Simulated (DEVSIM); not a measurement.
Structure: abrupt Si n-p junction, at 300 K.

```
layer (left to right)  material  thickness (μm)  Nd (cm⁻³)  Na (cm⁻³)  τn (s)  τp (s)
---------------------  --------  --------------  ---------  ---------  ------  ------
1                            Si            3.00     3.6e16          -  1.1e-6  1.1e-6
2                            Si           0.410          -     9.1e17  1.1e-6  1.1e-6
```

Left contact: ohmic. Right contact: ohmic. Voltage is applied to the left contact. Recombination: SRH at mid-gap. Mobility is constant in doping.

This is a model device: material constants are rounded textbook-type values typed into the input, and sizes, dopings and lifetimes were drawn at random. Values at 300 K.

| parameter | Si |
|---|---|
| gap (eV) | 1.124 |
| affinity (eV) | 4.05 |
| permittivity | 11.7 |
| Nc (cm⁻³) | 2.86e19 |
| Nv (cm⁻³) | 3.1e19 |
| μn (cm²/Vs) | 1417 |
| μp (cm²/Vs) | 470 |

DEVSIM, 1D drift-diffusion, Boltzmann statistics, complete ionisation; no tunnelling, impact ionisation, image-force lowering or self-heating.

### Question
Tabulate band edges, carrier densities and field at zero bias.

### Answer
Energies count from the Fermi level of the right contact; mesh points crowd at the junctions.

| x (μm) | Ec (eV) | Ev (eV) | n (cm⁻³) | p (cm⁻³) | field (V/cm) |
|---|---|---|---|---|---|
| 0.000 | 0.173 | -0.951 | 3.6e16 | 3200 | ≈ 0 |
| 0.01841 | 0.173 | -0.951 | 3.6e16 | 3200 | ≈ 0 |
| 0.05072 | 0.173 | -0.951 | 3.6e16 | 3200 | ≈ 0 |
| 0.1128 | 0.173 | -0.951 | 3.6e16 | 3200 | ≈ 0 |
| 0.2583 | 0.173 | -0.951 | 3.6e16 | 3200 | ≈ 0 |
| 0.4919 | 0.173 | -0.951 | 3.6e16 | 3200 | ≈ 0 |
| 0.8814 | 0.173 | -0.951 | 3.6e16 | 3200 | ≈ 0 |
| 1.826 | 0.173 | -0.951 | 3.6e16 | 3200 | ≈ 0 |
| 2.342 | 0.173 | -0.951 | 3.6e16 | 3200 | ≈ 0 |
| 2.635 | 0.173 | -0.951 | 3.6e16 | 3200 | ≈ 0 |
| 2.803 | 0.177 | -0.947 | 3.1e16 | 3800 | 1900 |
| 2.921 | 0.416 | -0.708 | 2.9e12 | 4.0e7 | 49000 |
| 2.966 | 0.690 | -0.434 | 7.2e7 | 1.6e12 | 74000 |
| 2.991 | 0.896 | -0.228 | 25000 | 4.6e15 | 88000 |
| 3.013 | 1.030 | -0.094 | 140 | 8.0e17 | 7500 |
| 3.042 | 1.033 | -0.091 | 130 | 9.1e17 | ≈ 0 |
| 3.088 | 1.033 | -0.091 | 130 | 9.1e17 | ≈ 0 |
| 3.163 | 1.033 | -0.091 | 130 | 9.1e17 | ≈ 0 |
| 3.292 | 1.033 | -0.091 | 130 | 9.1e17 | ≈ 0 |
| 3.349 | 1.033 | -0.091 | 130 | 9.1e17 | ≈ 0 |
| 3.384 | 1.033 | -0.091 | 130 | 9.1e17 | ≈ 0 |
| 3.410 | 1.033 | -0.091 | 130 | 9.1e17 | ≈ 0 |
